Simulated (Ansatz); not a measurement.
We consider GaP (model structure, started from the WC type, P-6m2, No. 187, 2 atoms in the cell), described by PBEsol (Ansatz, an electronic-structure program, plane waves, PAW).

Numerical settings: plane-wave cutoff 520 eV, 18×18×18 k mesh, Fermi–Dirac smearing 0.05 eV, scalar-relativistic PAW data made under PBE.

Cell (relaxed at this level):

```
CELL_PARAMETERS angstrom
      3.53879     0.00000     0.00000
     -1.76940     3.06468     0.00000
      0.00000     0.00000     3.13857
ATOMIC_POSITIONS crystal
  Ga 0.00000 0.00000 0.00000
  P  0.66667 0.33333 0.50000
```

Problem. What does this level give for the bulk modulus?

Solution. 
* **bulk modulus**: 77.7 GPa

The run finds no gap.

Note: the bulk modulus is −V dP/dV from two relaxed cells at ±2 % in volume; the relaxation could raise the start's symmetry but not lower it, so the cell can be a saddle point.

Computed values are for the static lattice.

The result took roughly 2.7 core-minutes.

A model structure was made by putting elements into a prototype or built by hand; it is no filed structure, need not be a known phase, and can be a saddle point held by its symmetry.
